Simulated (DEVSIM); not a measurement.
Device: Mo/Al2O3/p-Ge capacitor, at 300 K.

```tsv
layer (left to right)	material	thickness (nm)	Na (cm⁻³)
1	Al2O3	6.80	-
2	Ge	4200	2e16
```

Metal gate on the left, work function 4.6 eV. Fixed charge at the semiconductor interface 0 cm⁻² (in units of +e); no interface traps.

Constants are typed, rounded textbook-type inputs, not results; the design itself was drawn at random and stands for no fabricated device. Values at 300 K; Nc and Nv go as T^1.5, mobilities as T to minus their exponent, the gap by Varshni's rule with the affinity fixed.

| parameter | Al2O3 | Ge |
|---|---|---|
| gap (eV) | 6.8 | 0.664 |
| affinity (eV) | 1.35 | 4 |
| permittivity | 9 | 16 |
| Nc (cm⁻³) | - | 1.04e19 |
| Nv (cm⁻³) | - | 6e18 |
| Varshni α (eV/K) | - | 0.000477 |
| Varshni β (K) | - | 235 |

Simulated with DEVSIM: 1D Poisson equation in equilibrium, Boltzmann statistics, complete ionisation; no quantum confinement or tunnelling. Metal contacts follow the ideal Schottky-Mott rule: no Fermi-level pinning, no interface dipoles.

Base results: threshold voltage (band bending 2φF) (V) 0.49; minimum of the low-frequency capacitance (μF/cm²) 0.0917; flat-band voltage (V) 0.08.

### Question
What follows from this one change: interface trap density 0 → 2e+12 cm^-2 eV^-1?

### Answer
threshold voltage (band bending 2φF) 0.49 → 0.53 V; minimum of the low-frequency capacitance 0.0917 → 0.310 μF/cm²; flat-band voltage 0.08 → 0.03 V.

### Question
What follows from this one change: gate work function 4.6 → 4.9 eV?

### Answer
threshold voltage (band bending 2φF) 0.49 → 0.79 V; minimum of the low-frequency capacitance little changed (0.0917 μF/cm²); flat-band voltage 0.08 → 0.38 V.

### Question
What follows from this one change: fixed charge 0 → -7.95e+11 cm^-2?

### Answer
threshold voltage (band bending 2φF) 0.49 → 0.60 V; minimum of the low-frequency capacitance little changed (0.0921 μF/cm²); flat-band voltage 0.08 → 0.19 V.
